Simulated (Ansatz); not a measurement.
The starting structures come from a database of crystals and need not be the phases stable at ambient conditions.

Data:

```
CELL_PARAMETERS angstrom
      5.99402     0.00000     0.00000
     -2.99701     6.69592     0.00000
      0.00000     0.00000     5.78393
ATOMIC_POSITIONS crystal
  Ba 0.61744 0.23488 0.25000
  Ba 0.38256 0.76512 0.75000
  Bi 0.92593 0.85186 0.25000
  Bi 0.07407 0.14814 0.75000
  Cl 0.25414 0.50828 0.25000
  Cl 0.74586 0.49172 0.75000
  O  0.22763 0.00000 0.00000
  O  0.77237 0.00000 0.00000
  O  0.77237 0.00000 0.50000
  O  0.22763 0.00000 0.50000
```

Space group of this cell: Cmcm. The cell is taken as given; by PBEsol its mean pressure is -3.6 GPa.

Transport runs along the normal of the first two printed cell vectors.

The gap is the functional's own. No spin-orbit coupling. Mid-gap values are interpolated on the energy grid.

### Question
Predict the band gap and the smallest decay constant κ at mid-gap from PBEsol (Ansatz, an electronic-structure program).

### Answer
Gap 3.11 eV on a 6×6×6 mesh; κ = 0.291 1/Å, at (-0.333, 0.167) of the in-plane reciprocal vectors. At the zone centre, at the nearest computed energy, the slowest state has κ = 0.32 1/Å.
